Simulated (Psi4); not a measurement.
Psi4 1.11, PBE0/def2-svpd, scf_type pk: Ca(Cl)2 ([Cl][Ca][Cl]), 3 atoms. The geometry is a generated start, not checked to be a minimum at this level.

```json
{
 "task": "energy",
 "method": "pbe0",
 "basis": "def2-svpd",
 "memory": "7 GB",
 "e_convergence": "1e-08",
 "d_convergence": "1e-07",
 "guess": "auto, which took SAD (default)",
 "diis_max_vecs": "10 (default)",
 "scf_initial_accelerator": "adiis (default)",
 "dft_radial_points": "75 (default)",
 "dft_spherical_points": "302 (default)",
 "basis_functions": "81",
 "grid_points": "65864"
}
```

```xyz
3

Ca     0.0501    -0.0370     0.0409
Cl     1.6680     0.4330    -1.6215
Cl    -1.7181    -0.3960     1.5806
```
Charge 0, spin multiplicity 1.

The reference run uses exact four-centre integrals (scf_type = pk). Single runs; times are not shown.

Settings tried, all else as in the reference:
- scf_type = direct, screening = density, ints_tolerance = 1e-07
- scf_type = direct, screening = density, ints_tolerance = 1e-09
- scf_type = direct, screening = csam (default), ints_tolerance = 1e-07
- scf_type = direct, screening = csam (default), ints_tolerance = 1e-05
- scf_type = direct, screening = csam (default), ints_tolerance = 1e-09

Problem. Sort the settings: which keep to the reference within 1.0 meV/atom in energy, and which don't?

Solution. Within it: scf_type = direct, screening = csam (default), ints_tolerance = 1e-09; scf_type = direct, screening = density, ints_tolerance = 1e-09; scf_type = direct, screening = density, ints_tolerance = 1e-07; scf_type = direct, screening = csam (default), ints_tolerance = 1e-07. Outside: scf_type = direct, screening = csam (default), ints_tolerance = 1e-05.

| setting | energy against the reference |
|---|---|
| scf_type = direct, screening = csam (default), ints_tolerance = 1e-09 | under 0.001 meV/atom |
| scf_type = direct, screening = density, ints_tolerance = 1e-09 | under 0.001 meV/atom |
| scf_type = direct, screening = density, ints_tolerance = 1e-07 | −0.0016 meV/atom |
| scf_type = direct, screening = csam (default), ints_tolerance = 1e-07 | −0.0029 meV/atom |
| scf_type = direct, screening = csam (default), ints_tolerance = 1e-05 | +1.7 meV/atom |

Total energies are compared; such shifts often cancel in part in energy differences. Also tried and not ranked: scf_type = direct, screening = density, ints_tolerance = 1e-05 (ended without SCF convergence in 100 iterations). The tolerance is a choice made for this comparison.
